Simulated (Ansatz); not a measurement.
Start from InAs in the zinc blende structure (space group F-43m, No. 216).

```
InAs
1.0
    0.00000     3.01303     3.01303
    3.01303     0.00000     3.01303
    3.01303     3.01303     0.00000
In As
1 1
Cartesian
  0.00000   0.00000   0.00000
  1.50651   1.50651   1.50651
```

Calculations: LDA (Ansatz, an electronic-structure program, PAW, no SOC).

For the base:

The pressure is 0.0 GPa.

It is then changed as follows: the cell is scaled by 1.0300 in all directions, atoms relaxed at fixed cell.

Problem. Estimate the effect on the energy relative to the base and pressure.

Solution. The energy increases by 37 meV/atom; the pressure goes from zero to -4.3 GPa.

The mesh was chosen for an insulator and is coarse for the gapless case. The cells carry an imposed strain or load. No phonon test of stability was made. All final runs are without spin polarisation.
